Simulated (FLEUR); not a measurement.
A self-consistent single point of Zr₂Ni (I4/mcm, 6 atoms in the cell) with FLEUR.

Level of theory: PBEsol, all-electron FLAPW (FLEUR), scalar-relativistic valence.

The change in words: lattice scaled by 0.98. Reference geometry:
```
CELL_PARAMETERS angstrom
     -3.30150     3.30150     2.67339
      3.30150    -3.30150     2.67339
      3.30150     3.30150    -2.67339
ATOMIC_POSITIONS crystal
  Zr 0.66441 0.16441 0.82882
  Zr 0.33559 0.83559 0.17118
  Zr 0.16441 0.33559 0.50000
  Zr 0.83559 0.66441 0.50000
  Ni 0.25000 0.25000 0.00000
  Ni 0.75000 0.75000 0.00000
```

Reference input (self-consistent single point, DFT, PBEsol, all-electron FLAPW (FLEUR), scalar-relativistic valence): Kmax = 4.3 1/bohr; GmaxXC = 17.2 1/bohr; xcFunctional = PBEs; jspins = 1; l_soc = F; mode = hist; fermiSmearingEnergy = 0.00499791 Htr; mesh (inpgen div1-3) = 5 5 5; inpgen gamma flag = false; Gmax = 17.2 1/bohr; numbands = 0; maxIterBroyd = 15. This run's input differs from it in these lines:

```diff
@@ -3,5 +3,5 @@
 &input film=f /
--6.2389383594 6.2389383594 5.0519692551
-6.2389383594 -6.2389383594 5.0519692551
-6.2389383594 6.2389383594 -5.0519692551
+-6.1141597433 6.1141597433 4.9509293787
+6.1141597433 -6.1141597433 4.9509293787
+6.1141597433 6.1141597433 -4.9509293787
 1.0
@@ -48,5 +48,5 @@
          <bravaisMatrix>
-            <row-1>   -6.2389383593999996     6.2389383593999996     5.0519692551000004</row-1>
-            <row-2>    6.2389383593999996    -6.2389383593999996     5.0519692551000004</row-2>
-            <row-3>    6.2389383593999996     6.2389383593999996    -5.0519692551000004</row-3>
+            <row-1>   -6.1141597433000001     6.1141597433000001     4.9509293786999997</row-1>
+            <row-2>    6.1141597433000001    -6.1141597433000001     4.9509293786999997</row-2>
+            <row-3>    6.1141597433000001     6.1141597433000001    -4.9509293786999997</row-3>
          </bravaisMatrix>
```

Output, abridged:

```
 Iteration:     1   Distance:      17.19352434 me/bohr^3
 Iteration:     2   Distance:       8.86645179 me/bohr^3
 Iteration:     3   Distance:       7.46814262 me/bohr^3
 Iteration:     4   Distance:       5.86024613 me/bohr^3
 Iteration:     5   Distance:       7.19043236 me/bohr^3
   [... 11 lines left out ...]
 Iteration:    17   Distance:       0.00024993 me/bohr^3
 Iteration:    18   Distance:       0.00006786 me/bohr^3
 Iteration:    19   Distance:       0.00001943 me/bohr^3
 Iteration:    20   Distance:       0.00000824 me/bohr^3
 Reset of history
 Run finished successfully
 Stop message:
   Structural relaxation: new displacements generated

[file out, last iteration]
             iter=     21
[...]
          total density-effective poten   -2.8196065371E+04
          total charge density-energy d   -5.7376928989E+02
 Updated energy parameters for spin:           1
[...]
 fermi energy and band-weighting factors:
   [... 5 lines left out ...]

[...]
FERMIE:
          first approx. to ef    (T=0)  :   0.413799 htr   (energy of the highest occ. eigenvalue)
          number of occ. states  (T=0)  :        720
          first approx. to seigv (T=0)  : -35.062089 htr
          sum of weights of occ. states :  40.024000
          sum of semicore charge        :   0.000000 e
FERHIS:  Fermi-Energy by histogram:
          bandgap                     :   0.000595 htr
   [... lines left out ...]
          charge neutrality (T=0)     :   0.048000    (zero if the highest occ. eigenvalue is "entirely" occupied)
     EF_NEWTON:  Adjust Fermi-Energy by Newton-Method.
 Direct bandgap for spin            1 :    3.2811926711674988E-003  Htr
 ---->    free energy=                    -17427.9471900822 htr
   [... lines left out ...]
      extrapolation for T->0
 ---->    total electron energy=          -17427.9396133360 htr
 ***** TOTAL FORCES ON ATOMS *****
 TOTAL FORCE FOR ATOM TYPE=  1  X=  2.010   Y= -4.104   Z=  0.000
                       FX_TOT=-0.001597 FY_TOT=-0.001597 FZ_TOT= 0.000000
 TOTAL FORCE FOR ATOM TYPE=  2  X=  0.000   Y=  0.000   Z=  2.475
                       FX_TOT= 0.000000 FY_TOT= 0.000000 FZ_TOT= 0.000000
```

The run converged in 20 iterations. FLEUR gives forces in its relaxation mode, with a further iteration, so its stop message speaks of a relaxation. Against the reference run the free energy drops by 44.2 meV/atom and the largest force goes from 0.009 to 0.116 eV/Å.

The starting cell comes from a database of computed structures (which also holds hypothetical and non-ambient phases and stackings), without a prior relaxation at this level. Its lattice was rescaled by a random factor within 2.5 % of one. For this run, on top of that: lattice scaled by 0.98. Spin polarisation is off. Values depend on the basis (sphere radii, cutoffs, local orbitals), which need not be converged. The log's line on a gap gives a spacing of levels on this mesh, which the program prints for metals too.

Cost on one core of a shared machine: roughly 9 min.
